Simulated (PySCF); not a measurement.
# Refining one setting for TiFe (Pm-3m, 2 atoms in the cell)

```
CELL_PARAMETERS angstrom
      2.97600     0.00000     0.00000
      0.00000     2.97600     0.00000
      0.00000     0.00000     2.97600
ATOMIC_POSITIONS crystal
  Ti 0.50000 0.50000 0.50000
  Fe 0.00000 0.00000 0.00000
```
Moments meant for the start (each program seeds them in its own way; μB, in the order of the atoms Ti Fe): 0.0 4.0.

Computed with PBESOL, Gaussian basis gth-dzvp-molopt-sr, GTH pseudopotentials gth-pbe, FFT density fitting with multigrid in PySCF.

The starting cell comes from a database of published, mostly measured structures (it also holds non-ambient and calculated ones), without a prior relaxation at this level. The starting moments vanished: the run ended non-magnetic, which need not be the lowest state. Values carry the incompleteness of an atom-centred basis. The mesh is very coarse (it stands for a supercell whose shortest vector is 6 Å): a converged loop gives no converged values here.

Held fixed: cell.basis = gth-dzvp-molopt-sr; cell.pseudo = gth-pbe; cell.spin = 32; make_kpts mesh = 2 2 2; mf.xc = pbesol; smearing.sigma = 0.00367493 Ha; smearing.method = fermi; cell.precision = 1e-06; solver class = KUKS; density fitting = multigrid_numint; mf.conv_tol = 1e-07 Ha; mf.max_cycle = 100; mf.diis_start_cycle = 5; mf.damp = 0.5.

ΔF is the free energy per atom less that of the last row (210 Ha).

These are the values that this program gave, and no reference: the SCF passed through a lower energy than it ended on, so a lower state may exist.

```csv
cell.ke_cutoff,ΔF (meV/atom),iterations
84 Ha,-14.9,21
105 Ha,-26.5,21
126 Ha,-15.1,20
147 Ha,-7.4,21
168 Ha,-3.0,20
189 Ha,-1.01,20
210 Ha,0.00,21
```

Energy within 5 meV/atom of the last row: from cell.ke_cutoff = 168 Ha on; the one before it is off by 7.4 meV/atom.
